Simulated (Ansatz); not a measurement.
The parent structure is PbSe in the rock salt structure (space group Fm-3m, No. 225; a = 6.102 Å). Axes: x, y, z lie along the cube axes.

The change: tensor shear ε_yz = +3.96 % (engineering shear γ = 0.0792), atoms relaxed at fixed cell.

Levels (all Ansatz, a program for electronic structure, PAW): PBEsol (420 eV, scalar-relativistic without spin-orbit coupling); r2SCAN (500 eV, no spin-orbit coupling).

The geometry is relaxed with PBEsol.

| Property | Value |
|---|---|
| PBEsol pressure | 0.0 GPa |
| PBEsol gap character | absent |
| PBEsol band gap | zero |

Problem. What does r2SCAN give at this geometry for the pressure, gap character and band gap?

Solution. The pressure goes from zero to 2.1 GPa; the gap character becomes indirect, S → R (PBEsol: absent); the band gap becomes 0.09 eV (PBEsol: zero).

Single points use the geometry relaxed with PBEsol. Their cutoffs differ, which shifts pressures a little. The mesh was chosen for an insulator and is coarse for the gapless case. Spin-orbit coupling, missing from the scalar runs, can matter with Pb. The cells carry an imposed strain or load. Whether these cells are dynamically stable was not tested. All final runs are without spin polarisation. The zero or small gap of PbSe can change with the level of theory. Labels are those of the standard path for the cell's own space group.
